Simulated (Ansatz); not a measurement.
# A short convergence ladder for Ba2H3I (P3m1, 6 atoms in the cell)

```
CELL_PARAMETERS angstrom
      4.51372     0.00000     0.00000
     -2.25686     3.90899     0.00000
      0.00000     0.00000     8.07895
ATOMIC_POSITIONS crystal
  Ba 0.66667 0.33333 0.69091
  Ba 0.33333 0.66667 0.31528
  H  0.66667 0.33333 0.35610
  H  0.33333 0.66667 0.64390
  H  0.00000 0.00000 0.50000
  I  0.00000 0.00000 0.00000
```

Base method: LDA (PW92), default PAW files made with PBE (plane waves; Ansatz, an electronic-structure program).

Base settings: basis.ecutwfc = 420 eV; kpoints.mp_grid.grid = 6 6 3; hamiltonian.xc = lda; hamiltonian.pseudopotentials = {kind: paw} (the program's default PAW files); scf.occupations.method = fixed.

**The width of Fermi-Dirac smearing**

In this ladder: scf.occupations.method = fermi_dirac.

The mesh stays at the base's, so the ladder's end is converged at best in this setting alone.

Only quantities that move along the ladder and can be compared are tabulated.

| scf.occupations.width | free energy less the last step's (meV/atom) | pressure (GPa) | largest difference of a force vector from the last step's (eV/Å) |
|---|---|---|---|
| 1 eV | -258.91 | -1.18 | 0.196 |
| 0.5 eV | -15.34 | -2.67 | 0.082 |
| 0.2 eV | -0.08 | -2.82 | 0.002 |
| 0.1 eV | 0.00 | -2.83 | 0.000 |
| 0.02 eV | 0.00 | -2.83 | 0.000 |

Widest scf.occupations.width that holds the pressure within 1 GPa of the last step, with all finer ones: 0.5 eV; the step before is off by 1.6 GPa.

Widest scf.occupations.width that holds the free energy within 0.5 meV/atom of the last step, with all finer ones: 0.2 eV; the step before is off by 15 meV/atom.

Widest scf.occupations.width that holds the forces within 0.005 eV/Å of the last step, with all finer ones: 0.2 eV; the step before is off by 0.082 eV/Å.

On the base run: the starting cell comes from a database of computed structures (which also holds hypothetical and non-ambient phases and stackings), without a prior relaxation at this level. Its lattice was rescaled by up to half a per cent. One atom was moved a little off its site on purpose. Ansatz's pressure includes its estimate of the finite-basis (Pulay) stress.

Keys are those of Ansatz 0.2.
